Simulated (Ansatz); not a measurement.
Input and output of a self-consistent single point for a (001) slab of BaAl2 (cut from a parent of space group no. 227; 12 atoms in the cell) (Ansatz, an electronic-structure program).

Level of theory: PBEsol, default PAW files made with PBE (plane waves; Ansatz).

The change in words: vacuum of 10 angstrom (first run: 14 Å). Reference geometry:
```
Al2Ba
1.0
    6.00155     0.00000     0.00000
   -6.00155     6.00155     0.00000
    0.00000     0.00000    21.42652
Al Ba
8 4
Direct
  0.25000   0.75000   0.32670
  0.25000   0.00000   0.42573
  0.75000   0.25000   0.32670
  0.75000   0.00000   0.42573
  0.25000   0.25000   0.52476
  0.25000   0.50000   0.62379
  0.75000   0.75000   0.52476
  0.75000   0.50000   0.62379
  0.00000   0.50000   0.47524
  0.50000   0.50000   0.37621
  0.00000   0.00000   0.67330
  0.50000   0.00000   0.57427
```

Reference input (self-consistent single point, DFT, PBEsol, plane waves, default PAW files made with PBE): basis.ecutwfc = 420 eV; kpoints.mp_grid.grid = 4 4 1; hamiltonian.xc = pbesol; hamiltonian.pseudopotentials = {kind: paw} (the program's default PAW files); scf.occupations.method = gaussian; scf.occupations.width = 0.1 eV. This run's input differs from it in these lines:

Ansatz 0.2 input:
```diff
@@ -5,16 +5,16 @@
     - [-6.001548, 6.001548, 0.000000]
-    - [0.000000, 0.000000, 21.426518]
+    - [0.000000, 0.000000, 17.426517]
   atoms:
-    - { symbol: Al, position_ang: [-3.000774, 4.501161, 7.000001] }
-    - { symbol: Al, position_ang: [1.500387, 0.000000, 9.121804] }
-    - { symbol: Al, position_ang: [3.000774, 1.500387, 7.000001] }
-    - { symbol: Al, position_ang: [-1.500387, 6.001548, 9.121804] }
-    - { symbol: Al, position_ang: [0.000000, 1.500387, 11.243694] }
-    - { symbol: Al, position_ang: [-1.500387, 3.000774, 13.365626] }
-    - { symbol: Al, position_ang: [0.000000, 4.501161, 11.243694] }
-    - { symbol: Al, position_ang: [1.500387, 3.000774, 13.365626] }
-    - { symbol: Ba, position_ang: [3.000774, 3.000774, 10.182824] }
-    - { symbol: Ba, position_ang: [0.000000, 3.000774, 8.060892] }
-    - { symbol: Ba, position_ang: [0.000000, 0.000000, 14.426517] }
-    - { symbol: Ba, position_ang: [-3.000774, 6.001548, 12.304606] }
+    - { symbol: Al, position_ang: [-3.000774, 4.501161, 4.999999] }
+    - { symbol: Al, position_ang: [1.500387, 0.000000, 7.121799] }
+    - { symbol: Al, position_ang: [3.000774, 1.500387, 4.999999] }
+    - { symbol: Al, position_ang: [-1.500387, 6.001548, 7.121799] }
+    - { symbol: Al, position_ang: [0.000000, 1.500387, 9.243687] }
+    - { symbol: Al, position_ang: [-1.500387, 3.000774, 11.365627] }
+    - { symbol: Al, position_ang: [0.000000, 4.501161, 9.243687] }
+    - { symbol: Al, position_ang: [1.500387, 3.000774, 11.365627] }
+    - { symbol: Ba, position_ang: [3.000774, 3.000774, 8.182830] }
+    - { symbol: Ba, position_ang: [0.000000, 3.000774, 6.060890] }
+    - { symbol: Ba, position_ang: [0.000000, 0.000000, 12.426518] }
+    - { symbol: Ba, position_ang: [-3.000774, 6.001548, 10.304613] }
 basis:
```

Output, abridged:

```
SCF iter   1: F=—  HF=-27645.746424 eV  |F-HF|=—  |Δ(HF+E_count)|=         —  Δρ=5.40e-3  dr2=6.94e0  ethr=1.77e-3  ⟨swp⟩=14.8  Hψ=3038  notcnv=0
all-band conjugate gradients solve this SCF's bands
preconditioner: auto → LDOS
SCF iter   2: F=—  HF=-27645.478085 eV  |F-HF|=—  |Δ(HF+E_count)|=   2.68e-1  Δρ=3.65e-3  dr2=1.80e0  ethr=1.77e-3  ⟨swp⟩=3.2  Hψ=674  notcnv=0  defer=42
   [... lines left out ...]
SCF iter   7: F=—  HF=-27645.383877 eV  |F-HF|=—  |Δ(HF+E_count)|=   4.93e-5  Δρ=2.01e-5  dr2=9.87e-6  ethr=9.81e-8  ⟨swp⟩=2.0  Hψ=585  notcnv=0  defer=40
SCF iter   8: F=—  HF=-27645.383876 eV  |F-HF|=—  |Δ(HF+E_count)|=   9.17e-7  Δρ=6.21e-6  dr2=7.15e-7  ethr=1.54e-8  ⟨swp⟩=2.2  Hψ=565  notcnv=0  defer=40
SCF iter   9: F=—  HF=-27645.383876 eV  |F-HF|=—  |Δ(HF+E_count)|=   2.81e-8  Δρ=2.18e-6  dr2=1.30e-7  ethr=1.56e-10  ⟨swp⟩=20.2  Hψ=2453  notcnv=0
SCF iter  10: F=-27645.383876 eV  HF=-27645.383876 eV  |F-HF|=7.20e-9  |Δ(HF+E_count)|=   7.29e-9  Δρ=6.05e-7  dr2=1.10e-8  ethr=1.56e-10  ⟨swp⟩=5.2  Hψ=1426  notcnv=0
SCF 1 converged in 10 iterations: F = -27645.383876 eV  dr2 = 1.10e-8
Free energy (F): -27645.383876 eV
Internal energy: -27645.331866 eV  (E = F + TS)
E sigma→0 (E₀):  -27645.357871 eV
Entropy (-TS):   -0.052010 eV (-4.334 meV/atom)
Fermi energy:    2.460386 eV
--- Forces (eV/Å), atoms counted from 1 ---
  atom   1  Al     0.00000000     0.67662106     0.78258032
  atom   2  Al    -0.17511679     0.00000000    -0.09624967
  atom   3  Al     0.00000000    -0.67662106     0.78258032
  atom   4  Al     0.17511679     0.00000000    -0.09624967
  atom   5  Al     0.00000000    -0.22293796     0.03989757
  atom   6  Al     0.20753000     0.00000000    -0.34974931
  atom   7  Al     0.00000000     0.22293796     0.03989757
  atom   8  Al    -0.20753000     0.00000000    -0.34974931
   [... lines left out ...]
  atom  12  Ba     0.00000000     0.00000000    -0.25996856
--- Stress (GPa, compression-positive) ---
       -0.757508       0.000000       0.000000
        0.000000      -2.060756       0.000000
        0.000000       0.000000      -1.413379
  P = ⅓ Tr σ = -1.4105 GPa (-14.105 kbar)
  The stress holds the Pulay correction. Without it, at fixed plane waves, as pw.x and ABINIT print it: P = -1.4201 GPa
```

The run converged in 10 iterations. Against the reference run the free energy drops by 1.2 meV/atom and the largest force hardly changes (1.042 to 1.035 eV/Å).

The starting cell comes from a database of computed structures (which also holds hypothetical and non-ambient phases and stackings), without a prior relaxation at this level. The slab is cut from that crystal, and its faces are unrelaxed. Its lattice was rescaled by up to half a per cent. The two faces of this cut differ, and no dipole correction was used. Forces in this geometry exceed 1 eV/Å.

Cost on one core of a shared machine: roughly 40 s.
